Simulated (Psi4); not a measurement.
Psi4 1.11, TPSS/def2-svpd: Sb(F)5 ([F][Sb]([F])([F])([F])[F]), 6 atoms. The geometry is a generated start, not checked to be a minimum at this level.

```
Item                                                      Result
-------------------------------  -------------------------------
task                                                    gradient
method                                                      tpss
basis                                                  def2-svpd
memory                                                      7 GB
scf_type                                            df (default)
guess                             auto, which took SAD (default)
diis_max_vecs                                       10 (default)
scf_initial_accelerator                          adiis (default)
e_convergence                                    1e-08 (default)
d_convergence                                    1e-08 (default)
effective core potentials        those of the basis set, past Kr
basis functions (reference run)                              147
grid points (reference run)                              1112756
```

```xyz
6

Sb    -0.0006     0.0006     0.0026
F      1.2717    -0.7726     1.1694
F     -1.2782     0.7800    -1.1565
F      0.2571     1.6885     0.8471
F      1.0718    -0.4779    -1.4951
F     -1.3219    -1.2186     0.6326
```

Differences are taken against the run with dft_radial_points = 200, dft_spherical_points = 974, dft_pruning_scheme = none (default); no run here is proven converged. One run each, on a shared machine, so no times are given.

Settings tried, all else as in the reference:
- dft_radial_points = 99, dft_spherical_points = 590, dft_pruning_scheme = treutler
- dft_radial_points = 99, dft_spherical_points = 590
- dft_radial_points = 35, dft_spherical_points = 110
- dft_radial_points = 25, dft_spherical_points = 50
- dft_radial_points = 75 (default), dft_spherical_points = 434
- dft_radial_points = 150, dft_spherical_points = 770
- dft_radial_points = 50, dft_spherical_points = 194
- dft_radial_points = 99, dft_spherical_points = 590, dft_pruning_scheme = robust
- dft_radial_points = 75 (default), dft_spherical_points = 302 (default), dft_pruning_scheme = treutler
- dft_radial_points = 75 (default), dft_spherical_points = 302 (default)

Question: Sort the settings: which keep to the reference within 10 meV/atom in energy, 100 meV/Å in forces (largest component), and which don't?

Answer: Within it: dft_radial_points = 150, dft_spherical_points = 770; dft_radial_points = 75 (default), dft_spherical_points = 434; dft_radial_points = 75 (default), dft_spherical_points = 302 (default); dft_radial_points = 75 (default), dft_spherical_points = 302 (default), dft_pruning_scheme = treutler; dft_radial_points = 99, dft_spherical_points = 590, dft_pruning_scheme = treutler; dft_radial_points = 99, dft_spherical_points = 590; dft_radial_points = 99, dft_spherical_points = 590, dft_pruning_scheme = robust; dft_radial_points = 50, dft_spherical_points = 194. Outside: dft_radial_points = 35, dft_spherical_points = 110; dft_radial_points = 25, dft_spherical_points = 50.

| setting | grid points | energy against the reference | difference in forces (largest component) |
|---|---|---|---|
| the reference | 1112756 | — | — |
| dft_radial_points = 150, dft_spherical_points = 770 | 660384 | +0.013 meV/atom | 1.4 meV/Å |
| dft_radial_points = 75 (default), dft_spherical_points = 434 | 188092 | +0.10 meV/atom | 8.0 meV/Å |
| dft_radial_points = 75 (default), dft_spherical_points = 302 (default) | 130931 | +0.24 meV/atom | 8.4 meV/Å |
| dft_radial_points = 75 (default), dft_spherical_points = 302 (default), dft_pruning_scheme = treutler | 82721 | +0.24 meV/atom | 8.4 meV/Å |
| dft_radial_points = 99, dft_spherical_points = 590, dft_pruning_scheme = treutler | 203946 | −0.10 meV/atom | 9.7 meV/Å |
| dft_radial_points = 99, dft_spherical_points = 590 | 336996 | −0.10 meV/atom | 9.7 meV/Å |
| dft_radial_points = 99, dft_spherical_points = 590, dft_pruning_scheme = robust | 253026 | −0.10 meV/atom | 9.7 meV/Å |
| dft_radial_points = 50, dft_spherical_points = 194 | 56800 | +2.7 meV/atom | 25 meV/Å |
| dft_radial_points = 35, dft_spherical_points = 110 | 22575 | +16 meV/atom | 260 meV/Å |
| dft_radial_points = 25, dft_spherical_points = 50 | 7345 | −66 meV/atom | 920 meV/Å |

Total energies are compared; such shifts often cancel in part in energy differences. The gradients leave out the derivatives of the grid weights. Also tried and not ranked: dft_radial_points = 75 (default), dft_spherical_points = 302 (default), dft_pruning_scheme = robust (same energy as a listed run). The tolerance is a choice made for this comparison.
